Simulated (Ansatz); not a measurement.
**A computed series for SrCl2: pressure series**

The reference is SrCl2 in the fluorite structure (space group Fm-3m, No. 225; a = 6.908 Å).

Cell and atoms are relaxed at each pressure.

Level of theory: Ansatz (a program for electronic structure), PBEsol, PAW, cutoff 420 eV, scalar-relativistic without spin-orbit coupling.

Two rows of this table had their results exchanged by mistake.

```json
[
 {"pressure": "pressure −2 GPa", "volume per atom (Å³)": "29.17", "shortest distance (Å)": "3.052", "band gap": "5.03 eV"},
 {"pressure": "pressure −1 GPa", "volume per atom (Å³)": "28.25", "shortest distance (Å)": "3.019", "band gap": "5.15 eV"},
 {"pressure": "pressure 0.3 GPa", "volume per atom (Å³)": "27.25", "shortest distance (Å)": "2.983", "band gap": "5.28 eV"},
 {"pressure": "pressure 0.7 GPa", "volume per atom (Å³)": "26.99", "shortest distance (Å)": "2.974", "band gap": "5.32 eV"},
 {"pressure": "pressure 1.5 GPa", "volume per atom (Å³)": "26.49", "shortest distance (Å)": "2.955", "band gap": "5.31 eV"},
 {"pressure": "pressure 3 GPa", "volume per atom (Å³)": "23.03", "shortest distance (Å)": "2.821", "band gap": "5.13 eV"},
 {"pressure": "pressure 5 GPa", "volume per atom (Å³)": "24.76", "shortest distance (Å)": "2.890", "band gap": "5.23 eV"},
 {"pressure": "pressure 7.5 GPa", "volume per atom (Å³)": "23.82", "shortest distance (Å)": "2.852", "band gap": "5.18 eV"},
 {"pressure": "pressure 10 GPa", "volume per atom (Å³)": "25.68", "shortest distance (Å)": "2.925", "band gap": "5.28 eV"}
]
```

**Question.** Which two?

**Answer.** The rows for pressure 3 GPa and pressure 10 GPa: the volume has to fall steadily with pressure, so 25.68 Å³ belongs to pressure 3 GPa and 23.03 Å³ to pressure 10 GPa.

Load acts through the strain it causes; cell and atoms are relaxed under it. No phonon test of stability was made. Competing high-pressure phases were not computed.
